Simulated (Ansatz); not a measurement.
The reference is Zr in the hcp (Mg type) structure (space group P6_3/mmc, No. 194; a = 3.2308 Å, c = 5.1793 Å; relaxed with 0.1 eV smearing). Axes: x lies along a and z along c of the hexagonal cell.

It is then changed as follows: biaxial strain +0.29 %, plane normal [001], relaxed out of plane (Cartesian); in-plane vectors clamped, the third vector and the atoms free.

Levels (all Ansatz, a first-principles code, PAW, earlier PAW set): PBE (420 eV, scalar-relativistic without spin-orbit coupling); r2SCAN (500 eV, no SOC).

The geometry is relaxed with PBE.

| Item | Value |
|---|---|
| PBE pressure | -0.3 GPa |

With r2SCAN at the same geometry, the pressure increases by 0.4 GPa, from -0.3 GPa to 0.1 GPa.

Single points use the geometry relaxed with PBE. Their cutoffs differ, which shifts pressures a little. No phonon test of stability was made. All final runs are without spin polarisation.
